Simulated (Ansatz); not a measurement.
KMgF3: band gap against strain

KMgF3 (cubic perovskite, Pm-3m, 12.717 Å³/atom at rest) under an equal strain ε in the (001) plane with the normal axis free, as in a coherent film. PBEsol in Ansatz, a plane-wave DFT program (PAW, default set), 420 eV, 8×8×8 Γ-centred mesh, Fermi-Dirac smearing 0.05 eV; ions are relaxed within the symmetry of each cell. Gaps are the smallest over the k-mesh and a band path, without spin-orbit coupling; in all rows the valence edge lies at about 1.4 Å⁻¹ from Γ and the conduction edge at Γ.

Here s stands for strain and Eg for gap.

```csv
strain (%),gap (eV)
0.00,7.12
0.60,7.05
1.20,6.99
1.80,6.92
3.00,?
```

Fit Eg of the 4 rows that show it with a straight line. Means: s 0.90000, Eg 7.020. About the means, the sum of products is -0.19800 and the sum of squares of s is 1.8000; the slope is their ratio. Least squares gives Eg = 7.119 - 0.1100·s. Residuals (row less fit): 0.001, -0.003, 0.003, -0.001; standard error 0.003 (degrees of freedom: 2). Over these rows the gap moves by -11 ± 0.2 eV per unit strain.

### Question
What does the fit predict for Eg at s = 3.00, and how far is the calculated value from it?

### Answer
Eg = 7.119 - 0.1100 × 3.0 = 6.789 eV. The calculation gives 6.80 eV, 0.011 eV above the prediction (3.4 % of the range of Eg in the table). The row lies outside the fitted rows, so this is an extrapolation. The fitted rows scatter only by rounding.

The primitive cell can neither tilt nor turn polar against its symmetry, as such crystals can under strain. Rows are the converged runs of the series near zero and its far end; series whose fitted rows scatter by over a few per cent of the range, as at a crossing or softening among them, aren't shown in this form. Most that stay on the fit to the last digits aren't either.
